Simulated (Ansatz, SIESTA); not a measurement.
# MgCd3 (Imm2, 4 atoms in the cell) computed with different codes at matched settings

Self-consistent single point.

```
MgCd3
1.0
   -1.59338     5.08691     2.65903
    1.59338    -5.08691     2.65903
    1.59338     5.08691    -2.65903
Mg Cd
1 3
Cartesian
  0.00000   0.00000   3.53991
  1.59338   0.00000   0.89742
  1.59338   2.52962   2.65621
  1.59338  -2.52962   2.65621
```

Shared settings, as Ansatz (a program for electronic structure) writes them: kpoints.mp_grid.grid = 7 7 7; magnetization.spin_orbit = true; scf.occupations.method = fermi_dirac; scf.occupations.width = 0.05 eV. Potentials and cutoffs stand in the table.

```json
[
 {"code": "Ansatz", "model": "PBEsol with spin-orbit coupling, PAW files made with PBE", "pressure (GPa)": "-2.14", "largest force (eV/Å)": "0.016", "cutoff": "420 eV"},
 {"code": "SIESTA", "model": "GGA PBEsol with spin-orbit coupling, numerical atomic orbitals DZP, PseudoDojo PBEsol fully relativistic norm-conserving potentials (rewritten from UPF to PSML)", "pressure (GPa)": "–", "largest force (eV/Å)": "0.153", "cutoff": "grid 350 Ry"}
]
```

A dash marks a value that a program does not give, or that is left out as unsure.

The spread over the programs that give each value: largest force within 0.137 eV/Å.

SIESTA uses small atom-centred bases, whose incompleteness enters pressures, forces and empty levels differently from a plane-wave cutoff.

The starting cell comes from a database of computed structures (which also holds hypothetical and non-ambient phases and stackings), without a prior relaxation at this level. Its lattice was rescaled by a random factor within 2.5 % of one.

Keys are those of Ansatz 0.2.
